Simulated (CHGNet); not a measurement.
# AlB2-type ZrB2

These are the machine-learned potential CHGNet 0.3.0 (trained on PBE and PBE+U data) values and carry that method's errors.

Cell (relaxed at this level):

ZrB2 is modelled in the hexagonal space group P6/mmm (No. 191), Pearson symbol hP3. Conventional cell: a = 3.1795 Å, b = 3.1795 Å, c = 3.5376 Å, α = 90.00°, β = 90.00°, γ = 120.00°. Zr on 1a has 12 B at 2.549 Å. B on 2d is coordinated by 3 B at 1.836 Å and 6 Zr at 2.549 Å. (Neighbours: up to the widest gap in distance over summed covalent radii, below 1.35, at either atom; cation-cation and far metal-metal contacts left out.)

```json
{
 "equilibrium_lattice_constant_a": "3.179 Å",
 "lattice_parameter_c": "3.538 Å"
}
```

Measured, for comparison: lattice constant a 3.17 Å, lattice parameter c 3.532 Å (room temperature, not corrected to a static lattice; as tabulated in Zhang et al. (2020), arXiv:1911.03307). Computed (rounded) less measured: lattice constant a +0.3 %, lattice parameter c +0.2 %.

A machine-learned potential is trained on density-functional data: it inherits that level's misses and adds fitting errors of its own.
